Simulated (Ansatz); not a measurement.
**fcc Pt (1 1 1) on zinc-blende InAs (1 1 1) (film strained to the substrate, started from cuts of the bulks and a machine-learned relaxation)**

A periodic stack without vacuum, fcc Pt (1 1 1) on zinc-blende InAs (1 1 1) (film strained to the substrate, started from cuts of the bulks and a machine-learned relaxation): substrate slab As12In12, film Pt28, surface cells [[1, 1], [-2, 1]] and [[1, 2], [-3, 1]], film strained by +2.0 and +2.0 %, outermost planes In/As and Pt/Pt as cut, which need not be the usual terminations and can put a slab off its formula.

The start was prepared with a machine-learned potential, and the result is one local minimum, with the in-plane cell held and forces under 0.04 eV/Å; the film can end far from its bulk form.

The numbers are results of PBE (plane waves to 420 eV, PAW; Ansatz, a first-principles code), not measurements. Spin–orbit coupling is left out; the runs are not spin-polarised; PBE gaps are too small against experiment. Its k-point mesh 4×4×1, Fermi–Dirac width 0.05 eV.

interface area: 49.7 Å²
period: 23.95 Å
gaps between the outermost planes at the two interfaces: 1.71 and 1.68 Å
As–Pt contacts across the interfaces within 1.22 times the sum of covalent radii: 12, mean 2.46 Å
In–Pt contacts across the interfaces within 1.22 times the sum of covalent radii: 12, mean 2.84 Å

```
In3Pt7As3
1.0
    7.57578    -0.00035     0.04555
   -3.78856     6.55890     0.14723
    2.66112    -0.86934    23.95146
As In Pt
12 12 28
Direct
  0.78436   0.75009   0.01567
  0.41426   0.07837   0.09996
  0.08155   0.40978   0.09542
  0.02939   0.75162   0.24851
  0.69390   0.10167   0.25116
  0.34854   0.41584   0.25211
  0.30885   0.76331   0.39524
  0.97194   0.08951   0.39320
  0.63774   0.43287   0.41575
  0.55257   0.86664   0.57819
  0.23616   0.13121   0.57862
  0.05535   0.43230   0.57681
  0.32934   0.74902   0.03570
  0.22288   0.18548   0.03495
  0.76091   0.29475   0.03481
  0.69504   0.75643   0.23287
  0.37283   0.09019   0.21171
  0.04087   0.41924   0.20692
  0.96992   0.73858   0.36219
  0.65035   0.11522   0.36539
  0.33459   0.42505   0.36720
  0.21950   0.78637   0.50721
  0.92301   0.02954   0.50464
  0.73397   0.56853   0.55472
  0.00488   0.19722   0.65254
  0.44306   0.36296   0.65058
  0.14555   0.91136   0.65695
  0.57625   0.08175   0.65775
  0.85510   0.49460   0.65348
  0.28582   0.62926   0.65014
  0.71910   0.78849   0.65167
  0.59117   0.31297   0.75070
  0.02167   0.45305   0.74908
  0.73593   0.02661   0.75098
  0.16497   0.16792   0.75013
  0.44941   0.59885   0.74881
  0.87116   0.73674   0.74935
  0.30368   0.88030   0.75100
  0.17855   0.41095   0.84256
  0.60766   0.55740   0.84547
  0.31709   0.12189   0.84569
  0.74583   0.27177   0.84548
  0.03190   0.69629   0.84423
  0.46715   0.84181   0.84542
  0.89002   0.97914   0.84460
  0.75722   0.49844   0.94437
  0.18432   0.64961   0.93648
  0.91110   0.22111   0.93655
  0.33782   0.37659   0.93760
  0.60951   0.80085   0.94544
  0.05560   0.94523   0.94355
  0.47391   0.08144   0.94338
```
